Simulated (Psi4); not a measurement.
Psi4 1.11, TPSS/def2-tzvp: W(O)2(F)2 ([O]=[W](=[O])([F])[F]), 5 atoms. The geometry is a generated start, not checked to be a minimum at this level.

```json
{
 "task": "energy",
 "method": "tpss",
 "basis": "def2-tzvp",
 "memory": "3 GB",
 "maxiter": "100",
 "keys_of_the_molecule_block": "symmetry c1",
 "scf_type": "df (default)",
 "guess": "auto, which took SAD (default)",
 "scf_initial_accelerator": "adiis (default)",
 "e_convergence": "1e-06 (default)",
 "d_convergence": "1e-06 (default)",
 "dft_radial_points": "75 (default)",
 "dft_spherical_points": "302 (default)",
 "effective_core_potentials": "those of the basis set, past Kr",
 "basis_functions": "164",
 "grid_points": "109425"
}
```

```xyz
5

W      0.0893    -0.0256     0.0248
O      1.3610    -0.4029    -1.0139
O      0.5108    -0.0398     1.6558
F     -0.6204     1.6141    -0.4063
F     -1.3407    -1.1458    -0.2604
```

Charge 0 and multiplicity 1 are set for this test and not shown to be the ground state.

One run each on 2 threads. Values of diis_max_vecs tried: 3, 6, 10 (default), 20.

Problem. Predict the course of the SCF iterations along this series.

Solution. Fewest SCF iterations, within one of each other: 6 with 12, 10 (default) with 13, 20 with 12. The run ends without SCF convergence in 100 iterations at 3.

| diis_max_vecs | SCF iterations | end |
|---|---|---|
| 3 | 100 | no convergence |
| 6 | 12 | same solution |
| 10 (default) | 13 | same solution |
| 20 | 12 | same solution |
